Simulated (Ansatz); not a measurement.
Start from ZnSe in the zinc blende structure (space group F-43m, No. 216; a = 5.633 Å). Axes: x, y, z lie along the cube axes.

All numbers come from DFT with PBEsol, PAW potentials and a 420 eV plane-wave cutoff in Ansatz (a program for electronic structure), no SOC.

For the base:

- Valence-band top at Γ: 0.00, 0.00, 0.00 eV

The change: biaxial strain −2.50 %, plane normal [001], relaxed out of plane (Cartesian); in-plane vectors clamped, the third vector and the atoms free.

Task: How does this affect the out-of-plane strain?

Result: The out-of-plane strain is +2.93 %.

Task: Predict the new energy relative to the base.

Result: The energy increases by 7.3 meV/atom.

Task: What does the calculation give for the valence-band top at Γ after the change?

Result: The valence-band top at Γ (three highest levels, from the VBM) becomes 0.00, 0.00, -0.23 eV (base: 0.00, 0.00, 0.00 eV).

Task: What does the calculation give for the in-plane stress after the change?

Result: The mean in-plane stress (compression positive) comes out as +2.1 GPa.

The levels and masses belong to the bands next to the band gap. Whether these cells are dynamically stable was not tested.
